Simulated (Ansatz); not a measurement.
Defect: interstitial H in 4H silicon carbide strained by -1.5 % along x and y, z held, charge state +1. All values below come from PBE, PAW (plane waves to 420 eV; Ansatz, an electronic-structure program).

Cell of 72 host sites held at the strained lattice (strain from the relaxed PBE one, atoms relaxed); a 2×2×2 k-point mesh shifted by half a step along c; Fermi-Dirac width 0.01 eV, spin-restricted; finite-size errors left in. Energies are static. The charge state is imposed; whether it is stable for some Fermi level was not computed. Sites that were not tried may lie lower.

Relaxed starting cell (atoms counted from 1):

```
CELL_PARAMETERS angstrom
      9.14303     0.00000     0.00000
     -4.57152     7.91810     0.00000
      0.00000     0.00000    10.12928
ATOMIC_POSITIONS crystal
  Si 0.99982 0.00212 0.50021
  Si 0.99883 0.33232 0.50066
  Si 0.98920 0.66850 0.50614
  Si 0.33339 0.00037 0.50139
  Si 0.33399 0.33288 0.50062
  Si 0.34475 0.66845 0.50516
  Si 0.66829 0.00187 0.50017
  Si 0.66486 0.33261 0.50064
  Si 0.66715 0.66804 0.50056
  Si 0.00018 0.00047 0.99964
  Si 0.99950 0.33258 0.99803
  Si 0.99952 0.66673 0.99891
  Si 0.33316 0.99994 0.99995
  Si 0.33348 0.33323 0.99979
  Si 0.33377 0.66675 0.99881
  Si 0.66667 0.00042 0.99961
  Si 0.66607 0.33320 0.99983
  Si 0.66657 0.66671 0.00010
  Si 0.22246 0.11162 0.75052
  Si 0.22314 0.44454 0.75065
  Si 0.22275 0.77884 0.75072
  Si 0.55548 0.11156 0.75053
  Si 0.55562 0.44497 0.75045
  Si 0.55737 0.77943 0.75108
  Si 0.88924 0.11219 0.74924
  Si 0.88758 0.44434 0.75085
  Si 0.88836 0.77953 0.75127
  Si 0.11143 0.22155 0.24897
  Si 0.10902 0.55082 0.23992
  Si 0.11035 0.88859 0.24903
  Si 0.44390 0.22146 0.24974
  Si 0.44466 0.55489 0.24927
  Si 0.44460 0.88857 0.24910
  Si 0.77647 0.22150 0.24893
  Si 0.77688 0.55488 0.24924
  Si 0.77757 0.88877 0.24976
  C  0.00048 0.00125 0.68640
  C  0.00136 0.33654 0.68534
  C  0.99930 0.66713 0.68881
  C  0.33326 0.00020 0.68710
  C  0.33358 0.33360 0.68668
  C  0.33425 0.66718 0.68839
  C  0.66711 0.00123 0.68638
  C  0.66627 0.33357 0.68670
  C  0.66692 0.66740 0.68680
  C  0.99960 0.99954 0.18657
  C  0.99810 0.32974 0.18486
  C  0.99927 0.66553 0.18618
  C  0.33277 0.99917 0.18696
  C  0.33328 0.33296 0.18659
  C  0.33312 0.66565 0.18600
  C  0.66633 0.99952 0.18651
  C  0.66605 0.33295 0.18662
  C  0.66666 0.66668 0.18678
  C  0.22223 0.11113 0.93738
  C  0.22213 0.44424 0.93709
  C  0.22205 0.77761 0.93727
  C  0.55529 0.11112 0.93740
  C  0.55558 0.44478 0.93730
  C  0.55604 0.77829 0.93747
  C  0.88879 0.11119 0.93615
  C  0.88845 0.44421 0.93720
  C  0.88874 0.77829 0.93760
  C  0.11200 0.22585 0.43653
  C  0.11584 0.56408 0.43422
  C  0.10984 0.88828 0.43784
  C  0.44349 0.22096 0.43704
  C  0.44583 0.55445 0.43689
  C  0.44478 0.88844 0.43769
  C  0.77955 0.22546 0.43647
  C  0.77503 0.55426 0.43693
  C  0.77813 0.88992 0.43706
  H  0.17798 0.69957 0.40436
```
Cell charge +1.

End state 1 differs by these moves (Å; atoms that move under 0.08 Å are left out):

```
atom  element     Δx     Δy     Δz
----  -------  -----  -----  -----
2          Si   0.00  -0.09  -0.01
29         Si   0.00   0.04   0.08
65          C  -0.01  -0.07   0.09
73          H   0.05  -1.12   1.52
```

### Question
Give the forward and backward barriers to end state 1 at the level PBE, PAW.

### Answer
forward 0.23 eV, backward 0.13 eV; at the saddle point atom 73 has neighbours C at 1.11; 2 Si at 1.71 Å. The saddle point's order was not checked, and it lies on a symmetry element of the cell, where a band can be held.
